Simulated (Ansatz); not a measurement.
Input and output of a self-consistent single point for La2Cu3Ni (Pmm2, 6 atoms in the cell) (Ansatz, a program for electronic structure).

Computed with PBEsol, PAW files made with PBE (plane waves; Ansatz).

The change in words: lattice scaled by 0.98. Reference geometry:
```
CELL_PARAMETERS angstrom
      3.86769     0.00000     0.00000
      0.00000     4.27753     0.00000
      0.00000     0.00000     7.30738
ATOMIC_POSITIONS crystal
  La 0.00000 0.50000 0.01096
  La 0.00000 0.00000 0.49213
  Cu 0.50000 0.00000 0.83332
  Cu 0.50000 0.00000 0.16962
  Cu 0.50000 0.50000 0.66381
  Ni 0.50000 0.50000 0.33016
```

Reference input (self-consistent single point, DFT, PBEsol, plane waves, PAW files made with PBE): kpoints.mp_grid.grid = 6 5 3; hamiltonian.xc = pbesol; hamiltonian.pseudopotentials = {kind: paw} (the program's default PAW files); scf.occupations.method = fermi_dirac; scf.occupations.width = 0.1 eV. This run's input differs from it in these lines:

```diff
@@ -2,5 +2,5 @@
   lattice:
-    - [3.867690, 0.000000, 0.000000]
-    - [0.000000, 4.277530, 0.000000]
-    - [0.000000, 0.000000, 7.307380]
+    - [3.790336, 0.000000, 0.000000]
+    - [0.000000, 4.191979, 0.000000]
+    - [0.000000, 0.000000, 7.161232]
   atoms:
```

The program printed (abridged):

```
SCF iter   1: F=—  HF=-37933.462734 eV  |F-HF|=—  |Δ(HF+E_count)|=         —  Δρ=1.23e0  dr2=1.78e3  ethr=3.10e-3  ⟨swp⟩=4.4  Hψ=11310  notcnv=0
all-band conjugate gradients solve this SCF's bands
automatic band count: the SCF goes on with 69 bands, as 59 were too few: the levels above may hold too much charge
preconditioner: auto → Kerker (q_TF=auto, 2.657 Å⁻¹)
SCF iter   2: F=—  HF=-37902.421806 eV  |F-HF|=—  |Δ(HF+E_count)|=    3.10e1  Δρ=4.70e-1  dr2=2.75e2  ethr=3.10e-3  ⟨swp⟩=4.0  Hψ=4573  notcnv=0
   [... lines left out ...]
SCF iter  14: F=—  HF=-37895.457081 eV  |F-HF|=—  |Δ(HF+E_count)|=   3.66e-5  Δρ=1.00e-4  dr2=1.16e-5  ethr=8.65e-8  ⟨swp⟩=2.3  Hψ=2422  notcnv=0  defer=3
SCF iter  15: F=—  HF=-37895.457078 eV  |F-HF|=—  |Δ(HF+E_count)|=   2.55e-6  Δρ=3.77e-5  dr2=1.18e-6  ethr=1.19e-8  ⟨swp⟩=2.0  Hψ=2562  notcnv=0  defer=3
SCF iter  16: F=—  HF=-37895.457078 eV  |F-HF|=—  |Δ(HF+E_count)|=   1.90e-7  Δρ=2.06e-5  dr2=3.57e-7  ethr=1.22e-9  ⟨swp⟩=2.0  Hψ=2805  notcnv=0  defer=3
SCF iter  17: F=-37895.457078 eV  HF=-37895.457078 eV  |F-HF|=8.37e-8  |Δ(HF+E_count)|=   4.20e-8  Δρ=8.50e-6  dr2=6.83e-8  ethr=1.03e-10  ⟨swp⟩=3.8  Hψ=6180  notcnv=0
SCF 1 converged in 17 iterations: F = -37895.457078 eV  dr2 = 6.83e-8
Free energy (F): -37895.457078 eV
Internal energy: -37895.330400 eV  (E = F + TS)
E sigma→0 (E₀):  -37895.393739 eV
Entropy (-TS):   -0.126678 eV (-21.113 meV/atom)
Fermi energy:    13.895433 eV
--- Forces (eV/Å), atoms counted from 1 ---
  atom   1  La     0.00000000     0.00000000    -0.05313320
  atom   2  La     0.00000000     0.00000000     0.06254990
  atom   3  Cu     0.00000000     0.00000000    -0.02483655
  atom   4  Cu     0.00000000     0.00000000    -0.06655064
  atom   5  Cu     0.00000000     0.00000000     0.07705058
  atom   6  Ni     0.00000000     0.00000000     0.00494197
--- Stress (GPa, compression-positive) ---
        2.099449       0.000000       0.000000
        0.000000       3.083282       0.000000
        0.000000       0.000000       2.328360
  P = ⅓ Tr σ = 2.5037 GPa (25.037 kbar)
  The stress holds the Pulay correction. Without it, at fixed plane waves, as pw.x and ABINIT print it: P = 2.4643 GPa
```

The run converged in 17 iterations. Against the reference run the free energy drops by 1.1 meV/atom, the pressure goes from -2.54 to 2.50 GPa and the largest force goes from 0.035 to 0.077 eV/Å.

The starting cell comes from a database of computed structures (which also holds hypothetical and non-ambient phases and stackings), without a prior relaxation at this level. For this run, on top of that: lattice scaled by 0.98. Spin polarisation is off. Ansatz's pressure includes its estimate of the finite-basis (Pulay) stress.

Cost on one core of a shared machine: roughly 40 s.

Keys are those of Ansatz 0.2.
